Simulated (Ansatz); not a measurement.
(Ti,W)N: Ti5W3N8

A 16-atom cell of (Ti,W)N started in the rock salt structure, site fractions Ti 0.625, W 0.375, short-range order -0.07 among the nearest mixed sites of the first mixed sublattice (0 is random, a negative value favours unlike neighbours), space group R-3m at the end, an ordered arrangement that its symmetry holds.

Calculation: PBE (plane waves to 420 eV, PAW; Ansatz, a quantum-chemistry and plane-wave program). No spin–orbit coupling; the runs are not spin-polarised; with elements this heavy it can move edges by tenths of an eV. Its k-point mesh 5×5×5, Fermi–Dirac width 0.05 eV.

| Property | Value |
|---|---|
| volume per atom | 9.81 Å³ |
| N–Ti bonds (within 1.22 times the sum of covalent radii) | 2.126 Å on average, from 2.114 to 2.142 (30) |
| N–W bonds (within 1.22 times the sum of covalent radii) | 2.165 Å on average, from 2.164 to 2.167 (18) |

```yaml
crystal:
  lattice:
    - [0.00000, 4.26509, 4.26509]
    - [4.29643, -0.03134, 4.29643]
    - [4.26509, 4.26509, 0.00000]
  atoms:
    - { symbol: Ti, position: [0.00000, 0.00000, 0.00000] }
    - { symbol: Ti, position: [0.00000, 0.00000, 0.50000] }
    - { symbol: Ti, position: [0.00000, 0.50000, 0.00000] }
    - { symbol: W, position: [0.00000, 0.50000, 0.50000] }
    - { symbol: Ti, position: [0.50000, 0.00000, 0.00000] }
    - { symbol: Ti, position: [0.50000, 0.00000, 0.50000] }
    - { symbol: W, position: [0.50000, 0.50000, 0.00000] }
    - { symbol: W, position: [0.50000, 0.50000, 0.50000] }
    - { symbol: N, position: [0.25013, 0.24437, 0.25013] }
    - { symbol: N, position: [0.25013, 0.24437, 0.75538] }
    - { symbol: N, position: [0.24694, 0.75919, 0.24694] }
    - { symbol: N, position: [0.24462, 0.75563, 0.74987] }
    - { symbol: N, position: [0.75538, 0.24437, 0.25013] }
    - { symbol: N, position: [0.75306, 0.24081, 0.75306] }
    - { symbol: N, position: [0.74987, 0.75563, 0.24462] }
    - { symbol: N, position: [0.74987, 0.75563, 0.74987] }
```
